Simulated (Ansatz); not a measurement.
The starting structures come from a database of crystals and need not be the phases stable at ambient conditions.

Inside the gap of an insulator the Bloch states are evanescent, with a wavenumber k + iκ along the transport direction.

Data:

```
SrTaNO2
1.0
    5.67649     0.00000     0.00000
    0.00000     8.25260     0.00000
    2.83825     4.12630     2.83825
Sr Ta N O
2 2 2 4
Direct
  0.50000   0.75000   0.00000
  0.50000   0.25000   0.00000
  0.00000   0.50000   0.00000
  0.00000   0.00000   0.00000
  0.00000   0.25000   0.00000
  0.00000   0.75000   0.00000
  0.91086   0.70543   0.58914
  0.08914   0.29457   0.41086
  0.50000   0.79457   0.41086
  0.50000   0.20543   0.58914
```

Space group of this cell: I4/mcm. The cell is taken as given; by PBEsol its mean pressure is -6.7 GPa.

Transport runs along the normal of the first two printed cell vectors, the (100) plane of the conventional cell.

The gap is the functional's own, uncorrected, and κ follows it; spin-orbit coupling is left out. Mid-gap values are interpolated between the computed energies.

**Question.** State the band gap and the smallest decay constant κ at mid-gap according to Ansatz (a quantum-chemistry and plane-wave program) with PBEsol.

**Answer.** Gap 0.73 eV on a 10×10×10 mesh; κ = 0.152 1/Å, at the zone centre.
